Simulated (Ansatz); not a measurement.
# Convergence study of the plane-wave cutoff for AlAu (P4mm, 2 atoms in the cell)

```xyz
2
Lattice="3.2143 0.0000 0.0000 0.0000 3.2143 0.0000 0.0000 0.0000 3.2143" Properties=species:S:1:pos:R:3 pbc="T T T"
Al     0.0000     0.0000     0.0500
Au     1.6071     1.6071     1.6071
```

Method of the run: LDA (PW92), default PAW files made with PBE (plane waves; Ansatz, a program for electronic structure).

Base settings: basis.ecutwfc = 30.9 Ry; kpoints.mp_grid.grid = 10 10 10; hamiltonian.xc = lda; hamiltonian.pseudopotentials = {kind: paw} (the program's default PAW files); scf.occupations.method = gaussian; scf.occupations.width = 0.0073 Ry.

The second cell is the first with its lattice scaled by 0.98.

The mesh stays at the base's, so the ladder's end is converged at best in this setting alone.

The first pressure column holds Ansatz's estimate of the finite-basis (Pulay) stress, which hides part of the cutoff error; the other is without it.

Only quantities that move along the ladder and can be compared are tabulated.

The count of work is k-points × plane waves × bands × iterations; it is no time. 

The starting cell comes from a database of computed structures (which also holds hypothetical and non-ambient phases and stackings), without a prior relaxation at this level. Its lattice was rescaled by up to half a per cent. One atom was moved a little off its site on purpose. In the base run, with a pressure of about -7 GPa the cell is away from its equilibrium volume at this level.

```csv
basis.ecutwfc,free energy less the last step's (meV/atom),energy of the compressed cell less the first (meV/atom),pressure (GPa),pressure without the Pulay estimate (GPa),largest difference of a force vector from the last step's (eV/Å),count of work / last
10.7 Ry,30590.01,20.92,-29.24,-911.81,0.237,0.066
12.5 Ry,14139.64,-89.84,-3.96,-516.36,0.019,0.081
14 Ry,6990.27,3.20,0.74,-302.47,0.109,0.11
15.4 Ry,3522.26,-40.83,-4.09,-178.16,0.090,0.12
16.9 Ry,1624.73,-2.07,-5.40,-97.98,0.020,0.10
18.4 Ry,717.13,-14.54,-4.79,-52.78,0.017,0.12
21.7 Ry,95.37,-19.48,-6.87,-15.25,0.017,0.16
24.6 Ry,14.86,-21.60,-6.88,-8.44,0.001,0.19
27.9 Ry,2.39,-22.35,-6.99,-7.16,0.000,0.24
30.9 Ry,1.01,-22.39,-7.00,-7.04,0.000,0.25
33.8 Ry,0.54,-22.37,-7.00,-7.02,0.000,0.30
37.1 Ry,0.34,-22.39,-7.00,-7.01,0.000,0.34
41.5 Ry,0.23,-22.40,-7.00,-7.01,0.000,0.41
46.3 Ry,0.13,-22.40,-7.00,-7.00,0.000,0.49
54 Ry,0.07,-22.40,-7.00,-7.00,0.000,0.61
61.7 Ry,0.02,-22.40,-7.00,-7.00,0.000,0.74
74.2 Ry,0.00,-22.40,-7.00,-7.00,0.000,1.0
```

Coarsest basis.ecutwfc that holds the pressure without the Pulay estimate within 1 GPa of the last step, with all finer ones: 27.9 Ry, at 0.24 of the last step's count of work; the step before is off by 1.4 GPa.

Coarsest basis.ecutwfc that holds the forces within 0.005 eV/Å of the last step, with all finer ones: 24.6 Ry, at 0.19 of the last step's count of work; the step before is off by 0.017 eV/Å.

Coarsest basis.ecutwfc that holds the free energy within 5 meV/atom of the last step, with all finer ones: 27.9 Ry, at 0.24 of the last step's count of work; the step before is off by 15 meV/atom.

The energy difference between the two cells stays within 1 meV/atom of the last step's from 24.6 Ry on, the total only from 33.8 Ry on: much of the error is common to both cells and cancels.

At the lowest cutoff the pressure without the Pulay estimate lies 905 GPa under the last step's, the usual sign of Pulay stress in an incomplete plane-wave basis.

Keys are those of Ansatz 0.2.
